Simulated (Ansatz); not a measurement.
Electronic density of states of amorphous Si₂₄O₄₉Li₂, density 2.20 g/cm³, on a 2×2×2 Γ-centred mesh with a Gaussian width of 0.1 eV; energies count from the Fermi level, whose place inside the gap is arbitrary. Cell and mesh are small, so fine structure isn't converged. Level of theory: PBE, scalar-relativistic without spin-orbit coupling (plane waves to 420 eV, PAW; Ansatz, a quantum-chemistry and plane-wave program). Sampling: a 2×2×2 Γ-centred mesh; Fermi-Dirac width 0.02 eV; no spin polarisation. At PBE the levels at the filled edge of the gap are localised (band-tail or defect states), and the nearest spread-out levels lie 5.1 eV apart at the zone centre.

It comes from a melt-quench run on a machine-learned potential (CHGNet), relaxed afterwards by DFT. O atoms were pushed apart under 1.9 Å during the dynamics, to hinder bonds among them. The hot cell started wider than the set density and was brought back towards it in steps. It is the lowest in DFT energy of 2 quenches. It is a model cell: composition and starting density were chosen by hand, and all elements were melted together. No dispersion term was used. Its density started from a set value of 2.20 and ended at 2.20 g/cm³. The quench (nominally 400 K/ps over its main leg) was far faster than any real one, so the model tends to hold more defects than a real film. Values belong to this one cell and scatter from quench to quench. The volume was free in the relaxation, at fixed shape. Stress components on the final sampling reach 1.9 GPa.

(E - EF (eV), states/(eV atom)): (-12.00, 0.14); (-11.90, 0.15); (-11.80, 0.18); (-11.70, 0.19); (-11.60, 0.19); (-11.50, 0.19); (-11.40, 0.17); (-11.30, 0.19); (-11.20, 0.15); (-11.10, 0.16); (-11.00, 0.17); (-10.90, 0.18); (-10.80, 0.18); (-10.70, 0.15); (-10.60, 0.18); (-10.50, 0.21); (-10.40, 0.22); (-10.30, 0.19); (-10.20, 0.16); (-10.10, 0.13); (-10.00, 0.15); (-9.90, 0.18); (-9.80, 0.22); (-9.70, 0.23); (-9.60, 0.19); (-9.50, 0.15); (-9.40, 0.11); (-9.30, 0.17); (-9.20, 0.26); (-9.10, 0.34); (-9.00, 0.43); (-8.90, 0.48); (-8.80, 0.46); (-8.70, 0.44); (-8.60, 0.48); (-8.50, 0.45); (-8.40, 0.45); (-8.30, 0.63); (-8.20, 0.59); (-8.10, 0.40); (-8.00, 0.35); (-7.90, 0.38); (-7.80, 0.31); (-7.70, 0.24); (-7.60, 0.21); (-7.50, 0.25); (-7.40, 0.34); (-7.30, 0.35); (-7.20, 0.24); (-7.10, 0.26); (-7.00, 0.27); (-6.90, 0.22); (-6.80, 0.24); (-6.70, 0.28); (-6.60, 0.36); (-6.50, 0.46); (-6.40, 0.47); (-6.30, 0.49); (-6.20, 0.51); (-6.10, 0.54); (-6.00, 0.61); (-5.90, 0.68); (-5.80, 0.62); (-5.70, 0.61); (-5.60, 0.67); (-5.50, 0.71); (-5.40, 0.79); (-5.30, 0.79); (-5.20, 0.75); (-5.10, 0.76); (-5.00, 0.80); (-4.90, 0.78); (-4.80, 0.82); (-4.70, 0.95); (-4.60, 0.94); (-4.50, 0.94); (-4.40, 0.89); (-4.30, 0.76); (-4.20, 0.73); (-4.10, 0.81); (-4.00, 0.86); (-3.90, 0.80); (-3.80, 0.72); (-3.70, 0.66); (-3.60, 0.58); (-3.50, 0.51); (-3.40, 0.51); (-3.30, 0.35); (-3.20, 0.20); (-3.10, 0.16); (-3.00, 0.07); (-2.90, 0.02); (-2.80, 0.08); (-2.70, 0.13); (-2.60, 0.04); (-2.50, 0.00); (-2.40, 0.00); (-2.30, 0.00); (-2.20, 0.00); (-2.10, 0.05); (-2.00, 0.14); (-1.90, 0.10); (-1.80, 0.14); (-1.70, 0.09); (-1.60, 0.01); (-1.50, 0.00); (-1.40, 0.00); (-1.30, 0.00); (-1.20, 0.00); (-1.10, 0.00); (-1.00, 0.00); (-0.90, 0.00); (-0.80, 0.00); (-0.70, 0.00); (-0.60, 0.00); (-0.50, 0.00); (-0.40, 0.00); (-0.30, 0.00); (-0.20, 0.00); (-0.10, 0.00); (0.00, 0.00); (0.10, 0.00); (0.20, 0.00); (0.30, 0.00); (0.40, 0.00); (0.50, 0.00); (0.60, 0.00); (0.70, 0.00); (0.80, 0.00); (0.90, 0.00); (1.00, 0.00); (1.10, 0.00); (1.20, 0.00); (1.30, 0.00); (1.40, 0.00); (1.50, 0.00); (1.60, 0.00); (1.70, 0.02); (1.80, 0.01); (1.90, 0.00); (2.00, 0.02); (2.10, 0.05); (2.20, 0.04); (2.30, 0.05); (2.40, 0.08); (2.50, 0.06); (2.60, 0.05); (2.70, 0.06); (2.80, 0.04); (2.90, 0.06); (3.00, 0.11); (3.10, 0.09); (3.20, 0.08); (3.30, 0.07); (3.40, 0.09); (3.50, 0.11); (3.60, 0.13); (3.70, 0.16); (3.80, 0.15); (3.90, 0.17); (4.00, 0.19); (4.10, 0.17); (4.20, 0.21); (4.30, 0.20); (4.40, 0.17); (4.50, 0.21); (4.60, 0.27); (4.70, 0.30); (4.80, 0.31); (4.90, 0.30); (5.00, 0.32); (5.10, 0.33); (5.20, 0.37); (5.30, 0.43); (5.40, 0.44); (5.50, 0.50); (5.60, 0.55); (5.70, 0.53)

The level gap on this mesh is 3.50 eV; the broadening fills part of it in the curve.
